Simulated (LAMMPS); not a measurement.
LAMMPS 22 Jul 2025, classical MD, SNAP (Si_Zuo_JPCA2020.snapcoeff): Si, 512 atoms.

task: MD, nve
potential: SNAP, Si_Zuo_JPCA2020.snapcoeff Si_Zuo_JPCA2020.snapparam
copies of the repeat unit: 4×4×4
shape (slab and sphere leave vacuum in the box): bulk
neighbor skin: 2 Å
neigh_modify: every 1 delay 0 check yes
newton: on (default)
atom_modify sort (bins of 2 Å where set): 1000 (default)
comm_style: brick (default)
box: 21.7 × 21.7 × 21.7 Å
start: generated diamond lattice, warmed in an untimed run

All runs start from one configuration, warmed at this fixed volume for 300 steps under a thermostat at 100 K. The run at the shortest step has a mean temperature of 101 K and a mean pressure of 2.3 GPa.

Each run covers about 0.40 ps at constant energy (mean temperature 101 K at the shortest step); σ is the standard deviation over the printed steps. Single runs; times are not shown.

Steps tried: 0.5 fs, 1 fs, 2 fs, 2.5 fs, 4 fs, 5 fs, 8 fs, 10 fs, 16 fs, 20 fs, 32 fs.

**Question.** What is the longest step at which the total energy fluctuates by under 1 % of the kinetic energy's fluctuation?

**Answer.** 2.5 fs. The run fails or blows up at 20 fs, 32 fs.

| time step | σ(E total)/σ(E kinetic) | last minus first total energy (meV/atom) | mean temperature (K) |
|---|---|---|---|
| 0.5 fs | 0.00027 | under 0.001 | 101 |
| 1 fs | 0.0011 | under 0.001 | 101 |
| 2 fs | 0.0043 | under 0.001 | 100 |
| 2.5 fs | 0.0067 | +0.0013 | 100 |
| 4 fs | 0.017 | +0.0061 | 99.7 |
| 5 fs | 0.026 | +0.013 | 99.3 |
| 8 fs | 0.072 | +0.063 | 97.2 |
| 10 fs | 0.14 | +0.12 | 95.2 |
| 16 fs | 0.73 | +1.5 | 87.2 |
| 20 fs | stops: Lost atoms | — | — |
| 32 fs | stops: Lost atoms | — | — |

The bar is a choice.
